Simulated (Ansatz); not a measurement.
A set of related cells and their Bader charge of Pt.

Cell A: a slab of SnO2 (rutile, P4₂/mnm) cut along (110), 42 atoms, rectangular cell of 6.46 × 6.78 Å (43.8 Å²), symmetry P1, 12.8 Å thick under 17 Å of vacuum, in-plane vectors held at the crystal's; planes from bottom to top: O2 | Sn4O4 | O2 × 2 | Sn4O4 | O2 × 2 | Sn4O4 | O2 | Pt | CH3 | H, its two faces unlike (dipole correction applied); added, foreign or displaced atoms, above the top plane: CH4Pt bound through Pt to 1 O at 2.03 Å; spin state with PBE: run without spin, k-point mesh 4×3×1.
```xyz
42
Lattice="6.4601 0.0000 0.0000 0.0000 6.7790 0.0000 0.0000 0.0000 29.5569" Properties=species:S:1:pos:R:3 pbc="T T T"
Sn     1.6445     0.0162     9.3070
Sn     0.0326     3.3908     9.5699
O      1.6488     2.1555     9.2091
O      1.6452     4.6649     9.4086
O      0.0324    -0.0526     8.1159
O      0.0325     0.1150    10.7675
Sn     1.6303     3.3747    12.9119
Sn     0.0325    -0.0091    12.8402
O      1.6253     5.4305    12.7549
O      1.6510     1.3150    12.9712
O      0.0331     3.2888    11.5809
O      0.0308     3.4705    14.2432
Sn     1.6889    -0.0464    16.3067
Sn     0.0331     3.2416    16.3225
O      1.7399     2.0422    16.0169
O      1.6393     4.5999    16.5797
O      0.0325    -0.1663    14.9831
O      0.0326     0.2182    17.6294
Sn     4.8805     0.0161     9.3072
Sn     3.2624     3.3946     9.5828
O      4.8762     2.1554     9.2100
O      4.8799     4.6649     9.4093
O      3.2626    -0.0514     8.1225
O      3.2625     0.0944    10.7651
Sn     4.8947     3.3753    12.9090
Sn     3.2626    -0.0347    12.8176
O      4.8999     5.4311    12.7535
O      4.8741     1.3153    12.9732
O      3.2620     3.2992    11.5860
O      3.2640     3.5612    14.1434
Sn     4.8352    -0.0499    16.3057
Sn     3.2612     3.3958    16.1334
O      4.7841     2.0422    16.0384
O      4.8852     4.5986    16.5814
O      3.2626    -0.2569    14.8890
O      3.2619     0.0484    17.5644
Pt     0.0520     1.9959    18.6023
C     -0.3499     3.7861    19.8842
H      0.6757     3.3584    19.3054
H      5.0710     3.6915    19.5523
H     -0.0514     4.8279    19.6971
H     -0.2404     3.5344    20.9423
```

Cell B: a slab of SnO2 (rutile, P4₂/mnm) cut along (110), 41 atoms, rectangular cell of 6.46 × 6.78 Å (43.8 Å²), symmetry Pmm2, 11.2 Å thick under 16 Å of vacuum, in-plane vectors held at the crystal's; planes from bottom to top: O2 | Sn4O4 | O2 × 2 | Sn4O4 | O2 × 2 | Sn3PtO4 | O2 | H2 | C | H2, its two faces unlike (dipole correction applied); added, foreign or displaced atoms, above the top plane and within the planes: CH4Pt bound through Pt to 5 O at 1.98–2.03 Å; spin state with PBE: run without spin, k-point mesh 4×3×1.
```
CELL_PARAMETERS angstrom
      6.46013     0.00000     0.00000
      0.00000     6.77898     0.00000
      0.00000     0.00000    27.34371
ATOMIC_POSITIONS crystal
  Sn 0.24971 0.00000 0.33566
  Sn 0.00000 0.50000 0.34553
  O  0.24944 0.31480 0.33567
  O  0.24944 0.68520 0.33567
  O  0.00000 0.00000 0.29198
  O  0.00000 0.00000 0.38888
  Sn 0.24968 0.50000 0.46707
  Sn 0.00000 0.00000 0.46458
  O  0.24934 0.80177 0.46488
  O  0.24934 0.19823 0.46488
  O  0.00000 0.50000 0.41962
  O  0.00000 0.50000 0.51759
  Sn 0.24717 0.00000 0.59234
  Pt 0.00000 0.50000 0.59001
  O  0.24850 0.31640 0.59190
  O  0.24850 0.68360 0.59190
  O  0.00000 0.00000 0.54008
  O  0.00000 0.00000 0.63734
  Sn 0.75029 0.00000 0.33566
  Sn 0.50000 0.50000 0.34529
  O  0.75056 0.31480 0.33567
  O  0.75056 0.68520 0.33567
  O  0.50000 0.00000 0.29214
  O  0.50000 0.00000 0.38893
  Sn 0.75032 0.50000 0.46707
  Sn 0.50000 0.00000 0.46448
  O  0.75066 0.80177 0.46488
  O  0.75066 0.19823 0.46488
  O  0.50000 0.50000 0.41837
  O  0.50000 0.50000 0.51249
  Sn 0.75283 0.00000 0.59234
  Sn 0.50000 0.50000 0.58513
  O  0.75150 0.31640 0.59190
  O  0.75150 0.68360 0.59190
  O  0.50000 0.00000 0.54009
  O  0.50000 0.00000 0.63617
  C  0.00000 0.50000 0.68191
  H  0.14683 0.50000 0.66112
  H  0.85317 0.50000 0.66112
  H  0.00000 0.63809 0.70265
  H  0.00000 0.36191 0.70265
```

All numbers come from Ansatz (a quantum-chemistry and plane-wave program), plane waves with PAW, its PAW set soft_1, cutoff 420 eV. The structures are at rest with PBE+D3(BJ), within the held lattices; other levels are single points on them. Neutral cells; Fermi-Dirac smearing of at most 0.05 eV in the solids, energies taken to zero width. The lattices are those relaxed with PBE+D3(BJ), so at other levels the solids can be strained. Larger cells are relaxed from a start prepared with the learned potential CHGNet, on a coarser mesh till forces fall under 0.03 eV/Å, which some starts already meet. Cells are local rest points, mostly with their start's symmetry. The runs are scalar-relativistic, without spin-orbit coupling. No correction for cell size. A dispersion term ran beside these levels; it doesn't touch the electrons. Electrons of density maxima off the nuclei are shared among the atoms. Mean over the atoms, with the range where they differ; positive means electrons lost.

Predict the Bader charge of Pt (e) of each cell with PBE.


```csv
system,PBE
A,0.05
B,1.52
```

With PBE the value of B exceeds that of A by 1.47 e.
